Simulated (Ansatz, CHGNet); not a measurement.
For HfO2 (P4₂/nmc, No. 137; high-temperature phase), the machine-learned potential CHGNet 0.3.0 (trained on PBE and PBE+U data) gives:

| Item | Value |
|---|---|
| lattice parameter a | 3.593 Å |
| c axis length | 5.268 Å |

Q: What does r²SCAN+rVV10 in Ansatz (plane waves, PAW) give for the same quantities?

A: 
- lattice constant a: 3.569 Å (drops by 0.7 %)
- lattice parameter c: 5.176 Å (drops by 1.7 %)

Changes are worked out from the printed values.

Unless a cell is named, each level is at its own relaxed cell (CHGNet 0.3.0 11.34, r²SCAN+rVV10 10.99 Å³/atom).

Levels without +SOC leave out spin–orbit coupling, which shifts energies and cells of such heavy elements.

Caveats: the relaxation could not lower the start's symmetry, so the cell can be a saddle point above a distorted one (CHGNet 0.3.0, r²SCAN+rVV10). Ansatz's density-functional and Hartree–Fock values are scalar-relativistic unless marked +SOC, with PAW data made under PBE.

Ansatz is a program for electronic structure.
